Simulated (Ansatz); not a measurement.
Structures of equal composition on the (000-1) surface of wurtzite GaN (N plane on top): 2x2 Mg adatom at H3; 2x2 Mg adatom at T4. The slabs share one bottom face, and each structure is named by its start. These are constructed structures in small cells; real faces may alloy, dewet or reconstruct in larger ones, and not all known structures of the face are among them. Slabs of about 14 Å, Fermi-Dirac smearing of 0.025 eV. Bottom of the slabs: H caps. Relaxed from the named starts with such symmetry as they have, on meshes of like density; energies extrapolated to zero smearing; spin only where a row says so; no spin-orbit coupling, no U. Brackets mark spin-polarised runs, whose order is one that fits the cell. Where a second, spin-polarised start was run, the lower counts.

All values below come from r2SCAN, at the PBE geometry (plane waves to 500 eV, PAW; Ansatz, a quantum-chemistry and plane-wave program).

Put the candidates in order of energy per 1x1 cell, lowest first, for r2SCAN, at the PBE geometry.

2x2 Mg adatom at H3 (0.000 eV [spin, 1.0 μB a cell], a narrow gap of 0.15 eV by band count), 2x2 Mg adatom at T4 (0.211 eV (3 Mg–N bonds formed) [spin, 1.0 μB a cell], gap 0.25 eV on the mesh)
